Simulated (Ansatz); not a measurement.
# CdO: pressure series

Start from CdO in the rock salt structure (space group Fm-3m, No. 225; a = 4.768 Å).

Cell and atoms are relaxed at each pressure.

Calculations: Ansatz (a program for electronic structure) PBE, no spin-orbit coupling, earlier PAW set.

Computed cases, in order: pressure −2 GPa; pressure −1 GPa; 0 GPa (base); pressure 3 GPa; pressure 7 GPa; pressure 15 GPa; pressure 30 GPa; pressure 50 GPa; pressure 100 GPa.

Task: Between which two neighbouring cases does the band gap open or close?

Result: Between pressure 50 GPa (zero) and pressure 100 GPa (0.25 eV). The whole series: pressure −2 GPa: zero; pressure −1 GPa: zero; 0 GPa (base): zero; pressure 3 GPa: zero; pressure 7 GPa: zero; pressure 15 GPa: zero; pressure 30 GPa: zero; pressure 50 GPa: zero; pressure 100 GPa: 0.25 eV.

The mesh was chosen for an insulator and is coarse for the gapless case. Load acts through the strain it causes; cell and atoms are relaxed under it. Whether these cells are dynamically stable was not tested. No other phases were tried under pressure. All final runs are without spin polarisation. The zero or small gap of CdO can change with the level of theory.
